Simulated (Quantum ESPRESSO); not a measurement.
Input and output of a self-consistent single point for LaCoSi (P4/nmm, 6 atoms in the cell) (Quantum ESPRESSO).

Method of the run: LDA (PZ), GBRV 1.5 ultrasoft (LDA) pseudopotentials (plane waves; Quantum ESPRESSO).

The change in words: lattice scaled by 0.98. Reference geometry:
```xyz
6
Lattice="4.0611 0.0000 0.0000 0.0000 4.0611 0.0000 0.0000 0.0000 7.3043" Properties=species:S:1:pos:R:3 pbc="T T T"
La     0.0000     2.0306     2.2265
La     2.0306     0.0000     5.0778
Co     0.0000     0.0000     0.0000
Co     2.0306     2.0306     0.0000
Si     0.0000     2.0306     6.1794
Si     2.0306     0.0000     1.1249
```
Moments meant for the start (each program seeds them in its own way; μB, in the order of the atoms La La Co Co Si Si): 0.0 0.0 3.0 3.0 0.0 0.0.

Reference input (self-consistent single point, DFT, LDA (PZ), plane waves, GBRV 1.5 ultrasoft (LDA) pseudopotentials): ecutwfc = 50 Ry; ecutrho = 400 Ry; occupations = smearing; smearing = gauss; degauss = 0.0073499 Ry; nspin = 2; potentials = {La: la_lda_v1.uspp.F.UPF, Co: co_lda_v1.2.uspp.F.UPF, Si: si_lda_v1.uspp.F.UPF}; K_POINTS = automatic 5 5 3 0 0 0; conv_thr = 1e-10 Ry; mixing_beta = 0.5. This run's input differs from it in these lines:

```diff
@@ -29,5 +29,5 @@
 CELL_PARAMETERS {bohr}
-   7.674423456     0.000000000     0.000000000
-   0.000000000     7.674423456     0.000000000
-   0.000000000     0.000000000    13.803088738
+   7.520934232     0.000000000     0.000000000
+   0.000000000     7.520934232     0.000000000
+   0.000000000     0.000000000    13.527026207
 ATOMIC_POSITIONS {crystal}
```

The program printed (abridged):

```
     Self-consistent Calculation

     iteration #  1     ecut=    50.00 Ry     beta= 0.50

     negative rho (up, down):  6.640E-02 5.342E-02

     total energy              =    -812.99369049 Ry
     estimated scf accuracy    <      13.83564177 Ry

     total magnetization       =     1.51 Bohr mag/cell
     absolute magnetization    =     4.08 Bohr mag/cell

     iteration #  2     ecut=    50.00 Ry     beta= 0.50

     negative rho (up, down):  6.847E-02 5.728E-02

     total energy              =    -817.72458494 Ry
     estimated scf accuracy    <      50.06380881 Ry

     total magnetization       =     0.16 Bohr mag/cell
   [... lines left out ...]

     total magnetization       =     0.51 Bohr mag/cell
     absolute magnetization    =     0.67 Bohr mag/cell

     iteration # 22     ecut=    50.00 Ry     beta= 0.50

     negative rho (up, down):  6.048E-02 5.934E-02

     Magnetic moment per site  (integrated on atomic sphere of radius R)
     atom   1 (R=0.306)  charge=  8.0484  magn= -0.0090
     atom   2 (R=0.306)  charge=  8.0484  magn= -0.0090
     atom   3 (R=0.236)  charge= 15.2576  magn=  0.2887
     atom   4 (R=0.236)  charge= 15.2576  magn=  0.2887
     atom   5 (R=0.236)  charge=  1.7393  magn= -0.0044
     atom   6 (R=0.236)  charge=  1.7393  magn= -0.0044
     End of self-consistent calculation

     the Fermi energy is    13.2208 ev

!    total energy              =    -820.68936403 Ry
     estimated scf accuracy    <          6.5E-11 Ry
     smearing contrib. (-TS)   =      -0.00110102 Ry
     internal energy E=F+TS    =    -820.68826301 Ry

     total magnetization       =     0.51 Bohr mag/cell
     absolute magnetization    =     0.67 Bohr mag/cell

     convergence has been achieved in  22 iterations

     negative rho (up, down):  6.048E-02 5.934E-02

     Forces acting on atoms (cartesian axes, Ry/au):

     atom    1 type  1   force =     0.00000000    0.00000000    0.01973734
     atom    2 type  1   force =     0.00000000    0.00000000   -0.01973734
     atom    3 type  2   force =     0.00000000    0.00000000   -0.00000000
   [... lines left out ...]
     Total force =     0.036305     Total SCF correction =     0.000028
   [... lines left out ...]

     negative rho (up, down):  6.048E-02 5.934E-02
          total   stress  (Ry/bohr**3)                   (kbar)     P=        8.20
  -0.00000451   0.00000000   0.00000000           -0.66        0.00        0.00
   0.00000000  -0.00000451   0.00000000            0.00       -0.66        0.00
   0.00000000   0.00000000   0.00017620            0.00        0.00       25.92

   JOB DONE.
```

The run converged in 22 iterations. Against the reference run the free energy drops by 18.0 meV/atom, the pressure goes from -5.66 to 0.82 GPa, the largest force goes from 0.133 to 0.507 eV/Å and the size of the net moment moves little (0.10 to 0.09 μB/atom).

The starting cell comes from a database of computed structures (which also holds hypothetical and non-ambient phases and stackings), without a prior relaxation at this level. For this run, on top of that: lattice scaled by 0.98. The moments shrank to a small part of their start, a low-spin state that need not be the lowest.

Cost on one core of a shared machine: roughly 6 min.
